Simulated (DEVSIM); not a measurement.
System: W/SiO2/p-InP capacitor, at 300 K.

```csv
layer (left to right),material,thickness (nm),Na (cm⁻³)
1,SiO2,4.40,-
2,InP,10000,3.9e15
```

Metal gate on the left, work function 4.6 eV. Fixed charge at the semiconductor interface 0 cm⁻² (in units of +e); interface traps 1e10 cm⁻² eV⁻¹, uniform in energy, neutral level at 0.5 of the gap above the valence band.

This is a model device: material constants are rounded textbook-type values typed into the input, and sizes, dopings and lifetimes were drawn at random. Values at 300 K.

| parameter | SiO2 | InP |
|---|---|---|
| gap (eV) | 9 | 1.344 |
| affinity (eV) | 0.9 | 4.38 |
| permittivity | 3.9 | 12.5 |
| Nc (cm⁻³) | - | 5.7e17 |
| Nv (cm⁻³) | - | 1.1e19 |

DEVSIM, 1D Poisson equation in equilibrium, Boltzmann statistics, complete ionisation; no quantum confinement or tunnelling. Metal contacts follow the ideal Schottky-Mott rule: no Fermi-level pinning, no interface dipoles.

Task: Tabulate band edges, carrier densities and field at -0.3 V on the gate.

Result: Energies count from the Fermi level of the right contact; mesh points crowd at the junctions.

```tsv
x (μm)	Ec (eV)	Ev (eV)	n (cm⁻³)	p (cm⁻³)	field (V/cm)
0.000	4.000	-5.000	< 1e2	< 1e2	81000
0.001213	4.010	-4.990	< 1e2	< 1e2	81000
0.002884	4.023	-4.977	< 1e2	< 1e2	81000
0.004195	4.034	-4.966	< 1e2	< 1e2	81000
0.006237	0.560	-0.784	2.2e8	750000	25000
0.01023	0.570	-0.774	1.5e8	1100000	25000
0.01956	0.593	-0.751	6.2e7	2600000	24000
0.05318	0.671	-0.673	3000000	5.5e7	22000
0.1198	0.807	-0.537	16000	1.1e10	19000
0.2752	1.028	-0.316	< 1e2	5.4e13	9800
0.6378	1.138	-0.206	< 1e2	3.7e15	160
1.945	1.139	-0.205	< 1e2	3.9e15	≈ 0
4.534	1.139	-0.205	< 1e2	3.9e15	≈ 0
7.633	1.139	-0.205	< 1e2	3.9e15	≈ 0
9.256	1.139	-0.205	< 1e2	3.9e15	≈ 0
9.684	1.139	-0.205	< 1e2	3.9e15	≈ 0
9.868	1.139	-0.205	< 1e2	3.9e15	≈ 0
9.947	1.139	-0.205	< 1e2	3.9e15	≈ 0
9.986	1.139	-0.205	< 1e2	3.9e15	≈ 0
9.997	1.139	-0.205	< 1e2	3.9e15	≈ 0
10.00	1.139	-0.205	< 1e2	3.9e15	≈ 0
10.00	1.139	-0.205	< 1e2	3.9e15	≈ 0
```
